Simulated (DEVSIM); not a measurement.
GaAs n-i-p diode

Structure: GaAs n-i-p diode, at 300 K.

```tsv
layer (left to right)	material	thickness (μm)	Nd (cm⁻³)	Na (cm⁻³)	τn (s)	τp (s)
1	GaAs	0.360	1.9e17	-	1.5e-8	1.5e-8
2	GaAs	4.20	-	1e11	1.5e-8	1.5e-8
3	GaAs	2.20	-	2.2e16	1.5e-8	1.5e-8
```

Left contact: ohmic. Right contact: ohmic. Voltage is applied to the left contact. Recombination: SRH at mid-gap, radiative. Mobility is μmin + (μ − μmin)/(1 + (N/Nref)^α).

Constants are typed, rounded textbook-type inputs, not results; the design itself was drawn at random and stands for no fabricated device. Values at 300 K.

| parameter | GaAs |
|---|---|
| gap (eV) | 1.424 |
| affinity (eV) | 4.07 |
| permittivity | 12.9 |
| Nc (cm⁻³) | 4.7e17 |
| Nv (cm⁻³) | 9e18 |
| μn (cm²/Vs) | 8500 |
| μp (cm²/Vs) | 400 |
| μn,min | 500 |
| μp,min | 20 |
| Nref,n | 6e16 |
| Nref,p | 1.5e17 |
| αn | 0.39 |
| αp | 0.38 |
| B (cm³/s) | 2e-10 |

DEVSIM, 1D drift-diffusion, Boltzmann statistics, complete ionisation; no tunnelling, impact ionisation, image-force lowering or self-heating.

```
Item                                            Result
---------------------------------------------  -------
Potential step across the device at zero bias  1.245 V
Dark forward voltage at 1 A/cm²                0.967 V
Dark forward voltage at 100 A/cm²              1.116 V
```

Small-signal capacitance in reverse bias (quasi-static):

```tsv
V (V)	C (nF/cm²)
0.1	2.91
0.25	2.88
0.5	2.84
0.75	2.81
1	2.79
1.5	2.77
2	2.75
2.5	2.74
3.25	2.72
4	2.71
5	2.70
```

Dark reverse current:

| V (V) | J (A/cm²) |
|---|---|
| 0.10 | 5.7e-10 |
| 0.25 | 1.1e-9 |
| 0.50 | 1.7e-9 |
| 0.75 | 2.1e-9 |
| 1.00 | 2.5e-9 |
| 1.50 | 2.9e-9 |
| 2.00 | 3.3e-9 |
| 2.50 | 3.5e-9 |
| 3.25 | 3.8e-9 |
| 4.00 | 4.0e-9 |
| 5.00 | 4.1e-9 |
